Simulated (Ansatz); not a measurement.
The starting structures come from a database of crystals and need not be the phases stable at ambient conditions.

 Where the default PAW files enter, the runs use the earlier of Ansatz's two default sets.

Tunnelling through a barrier is set by its complex band structure: the current falls as exp(−2κd) with the smallest κ.

Data:

```xyz
28
Lattice="8.2234 0.0000 0.0000 -4.1117 9.2775 0.0000 0.0000 -3.8108 4.5643" Properties=species:S:1:pos:R:3 pbc="T T T"
Ge     6.8290     0.8259     0.8733
Ge     3.7751     3.9912     3.5161
Ge     1.7310     0.3784     0.4997
Ge    -0.3366    -0.6107     3.5468
Ge    -2.3807     6.8130     1.9990
Ge     2.7173     6.3654     1.6253
Ge     5.5369     3.7117     0.9836
Ge     2.4415     3.3860     0.7117
Ge     4.3567    -2.3197     3.6939
Ge    -1.6702     2.2568     3.6418
Ge     0.2450     7.9624     0.6596
Ge     1.4252     1.9310     3.3698
N      2.8226     4.5940     2.0552
N      2.6174    -2.9175     3.5297
N      6.8950     2.6072     0.3964
N     -1.4943     8.2307     1.2185
N      2.7834     2.7059     4.3518
N     -1.2891     0.7192     2.6931
N      5.3401     3.3465     2.7882
N      1.7811     1.8811     1.5646
N      5.2139     0.2479     0.2011
N     -2.3306     5.4969     0.7106
N      1.1022     7.1301     2.0741
N      1.2284     0.2206     4.0513
N      0.0000    -0.0931     0.1115
N      0.0000    -1.9985     2.3936
N      0.0000     3.0139     3.7982
N      4.1117    -0.7138     4.5589
```

Space group of this cell: P31c. The cell is taken as given; by PBEsol its mean pressure is 0.6 GPa.

Transport runs along the normal of the first two printed cell vectors, the (101) plane of the conventional cell.

The gap is the functional's own. No spin-orbit coupling. Mid-gap values are interpolated on the energy grid.

Question: Predict the band gap and the smallest decay constant κ at mid-gap from Ansatz (a first-principles code) with PBEsol.

Answer: Gap 2.22 eV on a 8×8×8 mesh; κ = 0.208 1/Å, at the zone centre.
